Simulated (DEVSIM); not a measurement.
Device: Schottky contact on n-type Si, at 350 K.

Layer 1 from the left is Si, thickness (μm) 4.10, Nd (cm⁻³) 8.5e16, τn (s) 1.6e-7, τp (s) 1.6e-7. Layer 2 from the left is Si, thickness (μm) 34.0, Nd (cm⁻³) 5.2e17, τn (s) 1.6e-7, τp (s) 1.6e-7.

Left contact: Schottky, work function 4.73 eV, emission velocity 3.5e6 cm/s. Right contact: ohmic. Voltage is applied to the left contact. Recombination: SRH at mid-gap, radiative. Mobility is μmin + (μ − μmin)/(1 + (N/Nref)^α).

The device is made up for the run: typed textbook-type constants, with dimensions and the other settings drawn at random. Values at 300 K; Nc and Nv go as T^1.5, mobilities as T to minus their exponent, the gap by Varshni's rule with the affinity fixed.

Si: gap (eV) 1.124, affinity (eV) 4.05, permittivity 11.7, Nc (cm⁻³) 2.86e19, Nv (cm⁻³) 3.1e19, μn (cm²/Vs) 1417, μp (cm²/Vs) 470, μn,min 52, μp,min 45, Nref,n 9.7e16, Nref,p 2.2e17, αn 0.68, αp 0.72, T exponent of μn 2.3, T exponent of μp 2.2, B (cm³/s) 4.7e-15, Varshni α (eV/K) 0.000473, Varshni β (K) 636.

DEVSIM, 1D drift-diffusion, Boltzmann statistics, complete ionisation; no tunnelling, impact ionisation, image-force lowering or self-heating. Metal contacts follow the ideal Schottky-Mott rule: no Fermi-level pinning, no interface dipoles.

Dark forward current:

| |V| (V) | |J| (A/cm²) |
|---|---|
| 0.05 | 0.01304 |
| 0.10 | 0.08106 |
| 0.15 | 0.4350 |
| 0.20 | 2.252 |
| 0.25 | 11.05 |
| 0.30 | 45.55 |
| 0.35 | 132.4 |
| 0.40 | 271.7 |
| 0.45 | 445.2 |
| 0.50 | 638.8 |
| 0.55 | 844.8 |
| 0.60 | 1059 |
| 0.65 | 1279 |
| 0.70 | 1503 |
| 0.75 | 1730 |
| 0.80 | 1960 |
| 0.85 | 2192 |

Q: Work out the local ideality factor n = ΔV / (kT/q · ln(J2/J1)) between the rows 0.15 and 0.20 V, 0.80 and 0.85 V.

A: kT/q = 30.16 mV. From 0.15 to 0.20 V: ln(2.252/0.4350) = 1.644, n = 1.01, near the 1 of diffusion or emission over a barrier. From 0.80 to 0.85 V: ln(2192/1960) = 0.112, n = 14.82; the layers' resistance at their doping, Σ W/(qμN) = 0.00021 Ω cm², would take 48 mV of this step of 50 mV.

Q: Estimate the current at 0.20 V for emission alone, J0 = q v N_band exp(−φB/kT), and read the barrier back from the simulated current.

A: φB = 0.680 eV, N_band = 3.60e19 cm⁻³, J0 = 0.00326 A/cm²; J = J0 (exp(qV/kT) − 1) = 2.47 A/cm². The simulation gives 2.25 A/cm²; the estimate lies 9.8 % above. Read backwards, the simulated current gives an apparent barrier of 0.683 eV. The estimate leaves out transport through the depletion region and minority injection.
